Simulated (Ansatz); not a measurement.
SrZrSe₃ (model structure, started from the cubic perovskite type, Pm-3m, No. 221, 5 atoms in the cell), treated with PBE+SOC (PAW; Ansatz, a first-principles code).

The input as run:

Ansatz 0.2 input:
```yaml
crystal:
  lattice:
    - [5.1754741605, 0.0, 0.0]
    - [0.0, 5.1754741605, 0.0]
    - [0.0, 0.0, 5.1754741605]
  atoms:
    - { symbol: Sr, position: [0.0, 0.0, 0.0] }
    - { symbol: Zr, position: [0.5, 0.5, 0.5] }
    - { symbol: Se, position: [0.0, 0.5, 0.5] }
    - { symbol: Se, position: [0.5, 0.5, 0.0] }
    - { symbol: Se, position: [0.5, 0.0, 0.5] }
basis:
  ecutwfc: 520
  ecutrho_ratio: 4
  xc_grid: 2
kpoints:
  mp_grid: { grid: [12, 12, 12] }
hamiltonian:
  xc: pbe
  dispersion: none
  pseudopotentials: { kind: paw }
scf:
  occupations: { method: fermi_dirac, width: 0.05 }
  convergence: { dr2_threshold: 0.0000000005 }
output:
  forces: true
  stress: true
  eigenvalues: true
magnetization:
  noncollinear: true
  spin_orbit: true
```

Question: How many irreducible k-points, plane waves at Γ does the program set up, and what pressure does the run end with?

Answer: 84 irreducible k-points, 3743 plane waves at Γ; P = 2.56 GPa, so the cell is compressed on average and its volume would grow at this level.

Output (set-up and result lines):

```
Crystal: 5 atoms, lattice volume = 138.628 Å³
Basis set: ecut = 520 eV, 3743 PW (Γ), exchange–correlation on 80×80×80 points (8 copies of the dense FFT grid, shifted against one another)
Bands: 84, of which v1, the nominal top of the filled ones, is band 70 counted from 1 (69 counted from 0)
Symmetry: 48 space group operations + 48 with time reversal
k-points: 84 of 1728
Initial density: superposition of atomic densities (chi_scale 0.1, normalization cell, long waves kept (reshape's long-wave potential 0.00 eV rms))
Functional: x = pbe(κ = 0.804, μ = 0.2195149727645171), c = pbe(β = 0.06672455060314922)
spin=Noncollinear: Kerker preconditioning applied to the charge; magnetization (m_x, m_y, m_z) channels mix plain (no charge-response kernel on spin).
SCF 1 converged in 13 iterations: F = -24144.370424 eV  dr2 = 2.39e-11
SCF converged after 13 iterations
Free energy (F): -24144.370424 eV
Internal energy: -24144.366960 eV  (E = F + TS)
E sigma→0 (E₀):  -24144.368692 eV
Fermi energy:    8.743962 eV
--- Stress (GPa, compression-positive) ---
        2.564135       0.000000      -0.000000
       -0.000000       2.564135       0.000000
        0.000000      -0.000000       2.564135
  P = ⅓ Tr σ = 2.5641 GPa (25.641 kbar)
```

Note: the relaxation could raise the start's symmetry but not lower it, so the cell can be a saddle point. Note: cell and atoms aren't relaxed at this level (pressure 2.6 GPa).

Computing time: about 2.5 core-minutes (a rough figure).

A model structure was made by putting elements into a prototype or built by hand; it is no filed structure, need not be a known phase, and can be a saddle point held by its symmetry.
